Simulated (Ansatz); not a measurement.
**Sc under a change: isotropic strain +2.12 %**

Start from Sc in the hcp (Mg type) structure (space group P6_3/mmc, No. 194; a = 3.318 Å, c = 5.186 Å; relaxed with 0.1 eV smearing).

The change: every lattice vector is stretched by 2.12 %, atoms relaxed at fixed cell.

The values are results of Ansatz (an electronic-structure program) PBE, scalar-relativistic without spin-orbit coupling, not measurements. Γ-centred 20×20×11 mesh, Fermi–Dirac width 0.1 eV.

The volume per atom increases by 1.61 Å³ (24.72 Å³ → 26.33 Å³) and the space group stays P6_3/mmc (No. 194). The shortest interatomic distance increases by 0.068 Å (3.224 Å → 3.292 Å) and the energy grows by 16 meV/atom. The pressure (mean of the normal stresses, compression positive) goes from zero to -3.0 GPa and the band gap stays zero.

No phonon test of stability was made. The final runs are not spin-polarised.
